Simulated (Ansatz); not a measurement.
The reference is MgTe in the zinc blende structure (space group F-43m, No. 216; a = 6.3681 Å).

Modification: the cell is scaled by 1.0050 in all directions; the atoms relax in the strained cell.

Method: Ansatz (a quantum-chemistry and plane-wave program), LDA, PAW, cutoff 420 eV, no SOC.

Base, band edges from the VBM (valence, conduction): X -1.26, 2.66; W -1.56, 4.48; L -0.44, 3.17; Γ 0.00, 2.38; K -1.01, 3.32; U -1.01, 3.32 eV.

Problem. Give the band edges at the high-symmetry points of the new zone, measured from its valence-band maximum.

Solution. 
```json
[
 {"point": "Γ", "valence edge (eV)": "0.00", "conduction edge (eV)": "2.32"},
 {"point": "X", "valence edge (eV)": "-1.23", "conduction edge (eV)": "2.68"},
 {"point": "U", "valence edge (eV)": "-0.99", "conduction edge (eV)": "3.33"},
 {"point": "K", "valence edge (eV)": "-0.99", "conduction edge (eV)": "3.33"},
 {"point": "L", "valence edge (eV)": "-0.43", "conduction edge (eV)": "3.13"},
 {"point": "W", "valence edge (eV)": "-1.52", "conduction edge (eV)": "4.48"}
]
```

The gap is 2.32 eV, direct at Γ.

Spin-orbit coupling, missing from the scalar runs, can matter with Te. No phonon test of stability was made.
